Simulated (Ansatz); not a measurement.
BN, response to strain

The reference is BN in the zinc blende structure (space group F-43m, No. 216; a = 3.581 Å). Axes: x, y, z lie along the cube axes.

Strains are applied to the cell and any free atomic positions relax.

Computed with LDA in Ansatz (plane waves to 420 eV, PAW, no SOC).

```
uniaxial strain ε_zz (%)  band gap (eV)
------------------------  -------------
-3                                 3.86
-2.5                                  ?
-2                                 4.04
-1                                 4.22
-0.5                               4.30
0                                  4.39
```

Task: Fit E_g = E₀ + Dε (ε in %) to the rows shown and predict the withheld row.

Result: Least squares on the printed values gives E₀ = 4.39 eV, D = 176 meV per % of strain (largest residual 0.01 eV); this predicts 3.95 eV, and the run gives 3.95 eV, in agreement.

No phonon test of stability was made.

Ansatz is a program for electronic structure.
